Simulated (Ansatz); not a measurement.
Take BN in the zinc blende structure (space group F-43m, No. 216; a = 3.625 Å) as the base.

The change: a hydrostatic pressure of 5 GPa.

Levels (all Ansatz, a first-principles code, PAW): PBE (420 eV, no SOC); HSE06+SOC (420 eV, spin-orbit coupling included).

The geometry is relaxed with PBE.

| Property | Value |
|---|---|
| PBE lowest conduction level above the VBM at special points | X 4.48 eV; K 6.94 eV; U 6.94 eV; Γ 8.86 eV |
| PBE valence-band top at Γ | 0.00, 0.00, 0.00 eV |

With HSE06+SOC at the same geometry, the lowest conduction level above the VBM at special points goes from X 4.48 eV; K 6.94 eV; U 6.94 eV; Γ 8.86 eV to X 5.79 eV; K 8.38 eV; U 8.38 eV; Γ 10.58 eV; the valence-band top at Γ (three highest Kramers pairs, from the VBM) becomes 0.00, 0.00, -0.02 eV (PBE: 0.00, 0.00, 0.00 eV). The threefold valence maximum splits by Δso ≈ 23 meV.

Single points use the geometry relaxed with PBE. HSE06 gaps are upper bounds (no full band path). The spin-orbit shifts are approximate. The levels and masses belong to the bands next to the band gap. Load acts through the strain it causes; cell and atoms are relaxed under it. No phonon test of stability was made. Competing high-pressure phases were not computed.
